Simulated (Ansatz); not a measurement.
A computed series for Ti3O5: pressure series

The parent structure is Ti$_{3}$O$_{5}$ (space group C2/m, No. 12; a = 9.6296 Å, b = 3.8482 Å, c = 9.1803 Å, α = 90.00°, β = 91.12°, γ = 90.00°).

Cell and atoms are relaxed at each pressure.

Calculations: PBEsol/PAW in Ansatz (an electronic-structure program), spin-orbit coupling left out.

Notes on the quantities. enthalpy: H = E + PV relative to the base's energy.

```csv
variant,volume per atom,enthalpy
base,10.63 Å³,–
pressure 0.3 GPa,10.61 Å³,+0.02 eV/atom
pressure 0.7 GPa,10.59 Å³,+0.05 eV/atom
pressure 1.5 GPa,10.54 Å³,+0.10 eV/atom
pressure 3 GPa,10.45 Å³,+0.20 eV/atom
pressure 5 GPa,10.34 Å³,+0.33 eV/atom
pressure 7.5 GPa,10.21 Å³,+0.49 eV/atom
```

Load acts through the strain it causes; cell and atoms are relaxed under it. Whether these cells are dynamically stable was not tested. No other phases were tried under pressure. No Hubbard U is applied, and correlation can decide whether such a compound is a metal. All final runs are without spin polarisation.
